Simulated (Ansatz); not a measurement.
# A computed series for SnO2: pressure series

The parent structure is SnO₂ in the rutile structure (space group P4_2/mnm, No. 136; a = 4.828 Å, c = 3.238 Å).

Cell and atoms are relaxed at each pressure.

All numbers come from PBE/PAW in Ansatz (a quantum-chemistry and plane-wave program), without spin-orbit coupling.

| pressure (GPa) | band gap (eV) |
|---|---|
| -2 | 0.57 |
| -1 | 0.62 |
| 0 | 0.68 |
| 0.9 | 0.73 |
| 2.1 | 0.79 |
| 4.5 | 0.92 |
| 9 | ? |
| 15 | 1.44 |

### Question
Fit E_g = E₀ + αP + βP² to the rows shown and predict the withheld row.

### Answer
Least squares on the printed values gives E₀ = 0.68 eV, α = 54.7 meV/GPa, β = -0.26 meV/GPa² (largest residual 0.00 eV); this predicts 1.15 eV, and the run gives 1.15 eV, in agreement.

Load acts through the strain it causes; cell and atoms are relaxed under it. Whether these cells are dynamically stable was not tested. No other phases were tried under pressure.
